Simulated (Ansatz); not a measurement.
Consider the following.

```xyz
4
Lattice="4.0392 0.0000 0.0000 0.0000 4.2724 0.0000 0.0000 0.0000 18.8669" Properties=species:S:1:pos:R:3 pbc="T T T"
Sn     3.0294     3.8475    10.8744
Sn     1.0098     1.7113     7.9926
S      1.0098     2.0253    10.5674
S      3.0294    -0.1109     8.2995
```

These are PBE, rigid bands (plane waves, PAW, scalar-relativistic; Ansatz, a program for electronic structure) values and carry that method's errors. Condition of this run: biaxial strain -1 %. How the cell was made: cell and atoms relaxed with PBE, then loaded as said.

### Question
Predict the electron conductivity mass (n e² τ/σ) at 300 K, by direction if it differs.

### Answer
0.21 (x), 0.196 (y) mₑ.

### Question
Predict the hole conductivity mass (n e² τ/σ) at 300 K, by direction if it differs.

### Answer
0.27 (x), 0.24 (y) mₑ.

### Question
And the band gap?

### Answer
1.40 eV at this level; semilocal functionals usually fall short of the measured gap.

Rigid bands, one relaxation time for all states, no polarons. Spin-orbit coupling is left out; where it splits the top of the valence band it changes the hole mass and lowers the gap by about a third of the splitting.
